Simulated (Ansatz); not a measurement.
The starting structures come from a database of crystals and need not be the phases stable at ambient conditions.

The decay constant κ of evanescent states in the gap governs leakage through a thin film.

Input:

```xyz
20
Lattice="8.3334 0.0000 0.0000 4.0652 9.2669 0.0000 -4.0910 -1.8611 3.7272" Properties=species:S:1:pos:R:3 pbc="T T T"
Sr    10.2223     6.5871     0.7442
Sr    -1.9147     0.8187     2.9830
Sr     5.9769     6.5377     0.8091
Sr     2.3307     0.8682     2.9181
Ca     4.1667     0.0000     0.0000
Ca    -0.0129     3.7029     1.8636
W      4.1538     3.7029     1.8636
W      0.0000     0.0000     0.0000
O      4.3865     2.2309     0.5963
O      3.9211     5.1749     3.1309
O      7.8615     1.5769     1.0571
O      0.4462     5.8289     2.6701
O      6.0528     4.1613     1.7159
O      2.2549     3.2445     2.0113
O      3.7629     8.1081     1.5504
O      4.5448    -0.7023     2.1768
O      3.7627     4.9063     0.3570
O      4.5449     2.4995     3.3702
O      6.4153     7.2041     3.2277
O      1.8923     0.2017     0.4995
```

Space group of this cell: P2_1/c. The cell is taken as given; by PBEsol its mean pressure is -7.5 GPa.

Transport runs along the normal of the first two printed cell vectors.

No gap correction and no spin-orbit coupling; mid-gap values are interpolated between computed energies.

Q: Compute, with PBEsol (Ansatz, an electronic-structure program), the band gap and the smallest decay constant κ at mid-gap.

A: Gap 3.00 eV on a 8×4×8 mesh; κ = 0.330 1/Å, at the zone centre.
